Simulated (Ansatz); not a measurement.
**Be: biaxial strain +2.38 %, plane normal [001], relaxed out of plane**

Start from Be in the hcp (Mg type) structure (space group P6_3/mmc, No. 194; a = 2.263 Å, c = 3.566 Å; relaxed with 0.1 eV smearing). Axes: x lies along a and z along c of the hexagonal cell.

The change: tensile biaxial strain of 2.38 % in the plane normal to [001], as in epitaxy on a mismatched substrate; the out-of-plane cell vector and the atoms relax.

Method: Kohn–Sham DFT with the PBE functional, run in Ansatz (a quantum-chemistry and plane-wave program) with PAW and 420 eV plane waves, no SOC. Γ-centred 29×29×16 mesh, Fermi–Dirac width 0.1 eV.

```tsv
quantity	base	changed	shift
volume per atom	7.91 Å³	8.27 Å³	+0.36 Å³
space group	P6_3/mmc (No. 194)	P6_3/mmc (No. 194)	–
shortest interatomic distance	2.211 Å	2.226 Å	+0.0158 Å
pressure (mean of the normal stresses, compression positive)	0.0 GPa	-4.8 GPa	-4.8 GPa
band gap	zero	zero	–
out-of-plane strain	–	-0.19 %	–
ratio −ε⊥/ε∥	–	0.08	–
mean in-plane stress (compression positive)	–	-7.3 GPa	–
```

Final structure (turned so that z lies along the plane normal):

```xyz
2
Lattice="2.3166 0.0000 0.0000 1.1583 2.0062 0.0000 0.0000 0.0000 3.5596" Properties=species:S:1:pos:R:3 pbc="T T T"
Be     1.1583     0.6687     2.6697
Be     2.3166     1.3375     0.8899
```

Stability against distortions was not tested.
